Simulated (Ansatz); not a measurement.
A hypothetical phase is included: elements placed on a structure type, which no database files for this compound.

The decay constant κ of evanescent states in the gap governs leakage through a thin film.

Here is the system:

```yaml
crystal:
  lattice:
    - [5.51470, 0.00000, 0.00000]
    - [2.75735, 4.84834, -0.03313]
    - [0.00000, 3.12245, 4.72961]
  atoms:
    - { symbol: Al, position: [0.16326, 0.83345, 0.51539] }
    - { symbol: Al, position: [0.00329, 0.83345, 0.01539] }
    - { symbol: Al, position: [0.80246, 0.51316, 0.49293] }
    - { symbol: Al, position: [0.68437, 0.51316, 0.99293] }
    - { symbol: O, position: [0.30389, 0.66738, 0.88617] }
    - { symbol: O, position: [0.02873, 0.66738, 0.38617] }
    - { symbol: O, position: [0.88026, 0.25345, 0.86549] }
    - { symbol: O, position: [0.86629, 0.25345, 0.36549] }
    - { symbol: O, position: [0.74776, 0.81557, 0.86506] }
    - { symbol: O, position: [0.43666, 0.81557, 0.36506] }
```

The cell was relaxed by PBE-D3(BJ); by r2SCAN it stands under a pressure of -2.5 GPa.

Transport runs along the normal of the first two printed cell vectors.

The gap is the functional's own. No spin-orbit coupling. Mid-gap values are those at the computed energy nearest the middle.

### Question
Predict the band gap and the smallest decay constant κ at mid-gap from r2SCAN in Ansatz (an electronic-structure program).

### Answer
Gap 4.64 eV on a 8×8×6 mesh; κ = 0.382 1/Å, at the zone centre.
